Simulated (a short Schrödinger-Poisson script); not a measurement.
**MOS inversion layer, Si3N4 on p-type In0.53Ga0.47As**

Structure: MOS inversion layer, Si3N4 on p-type In0.53Ga0.47As, at 300 K.

| layer | material | thickness (nm) | Na (cm⁻³) |
|---|---|---|---|
| 1 | Si3N4 | 1.5 | - |
| 2 | In0.53Ga0.47As | 1500 | 6.9e16 |

Constants are typed, rounded textbook-type inputs, not results; the design itself was drawn at random and stands for no fabricated device. Si3N4: permittivity 7.5, conduction-band edge (eV) 2.41, gap (eV) 5.1, electron mass (mₑ) 0.5. In0.53Ga0.47As: permittivity 13.9, conduction-band edge (eV) 0, gap (eV) 0.74, Nv at 300 K (cm⁻³) 7.7e18.

Channel valleys (confinement mass, in-plane density-of-states mass, number): Γ 0.041, 0.041, 1. At the gate the conduction-band edge of layer 1 lies 2.34 eV − eVg above the Fermi level of the channel; the field vanishes at the back. Gaps are held at their typed values at every temperature. Mesh 0.03 nm at interfaces.

Solved with a short Schrödinger-Poisson script written for these runs: 1D Poisson equation in equilibrium, electrons quantum, Hartree (BenDaniel-Duke, 12 states a valley, the channel's in-plane mass for all, wave functions free to enter the dielectric), parabolic valleys, classical holes, full ionisation, no traps, pinning or gate leakage.

| Vg (V) | electrons (cm⁻²) | C (μF/cm²) | Γ E0 (meV) | Γ E1 (meV) |
|---|---|---|---|---|
| -0.15 | 3.38e8 | 0.117 | 187.4 | 259.1 |
| -0.1 | 1.99e9 | 0.121 | 141.3 | 215.8 |
| -0.05 | 1.15e10 | 0.165 | 95.6 | 172.7 |
| 0 | 5.77e10 | 0.358 | 52.4 | 132.4 |
| 0.05 | 2.00e11 | 0.712 | 16.1 | 99.7 |
| 0.1 | 4.54e11 | 0.997 | -12.7 | 75.3 |
| 0.15 | 7.83e11 | 1.17 | -37.2 | 56.0 |
| 0.2 | 1.16e12 | 1.28 | -59.5 | 39.4 |
| 0.25 | 1.56e12 | 1.35 | -80.8 | 24.5 |
| 0.3 | 1.99e12 | 1.42 | -101.3 | 11.0 |
| 0.35 | 2.43e12 | 1.47 | -121.4 | -1.5 |
| 0.4 | 2.89e12 | 1.51 | -141.1 | -13.1 |
| 0.45 | 3.37e12 | 1.55 | -160.6 | -24.1 |
| 0.5 | 3.85e12 | 1.59 | -180.0 | -34.7 |
| 0.55 | 4.35e12 | 1.62 | -199.3 | -44.9 |
| 0.6 | 4.85e12 | 1.64 | -218.5 | -54.9 |
| 0.65 | 5.37e12 | 1.67 | -237.7 | -64.7 |
| 0.7 | 5.89e12 | 1.69 | -256.8 | -74.3 |
| 0.75 | 6.42e12 | 1.71 | -276.0 | -83.9 |
| 0.8 | 6.95e12 | 1.73 | -295.1 | -93.4 |
| 0.85 | 7.49e12 | 1.75 | -314.2 | -102.8 |

Subbands count from the Fermi level.

Above a few 1e12 electrons/cm² a light Γ valley is non-parabolic and upper valleys begin to fill, which the model leaves out.
